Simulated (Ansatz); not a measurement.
For zinc-blende CaO (model structure), PBE in Ansatz (PAW) gives:

```
Property                       Result
---------------------  --------------
lattice parameter a           5.243 Å
enthalpy of formation  -2.765 eV/atom
```

Q: What does r²SCAN (Ansatz, a program for electronic structure, plane waves, PAW) give for the same quantities?

A: 
- lattice constant a: 5.212 Å (drops by 0.6 %)
- formation enthalpy: -2.969 eV/atom (moves by -0.204 eV/atom)

Changes are worked out from the printed values.

Unless a cell is named, each level is at its own relaxed cell (PBE 18.02, r²SCAN 17.70 Å³/atom).

Ansatz's density-functional and Hartree–Fock values are scalar-relativistic unless marked +SOC, with PAW data made under PBE.

A model structure was made by putting elements into a prototype or built by hand; it is no filed structure, need not be a known phase, and can be a saddle point held by its symmetry.
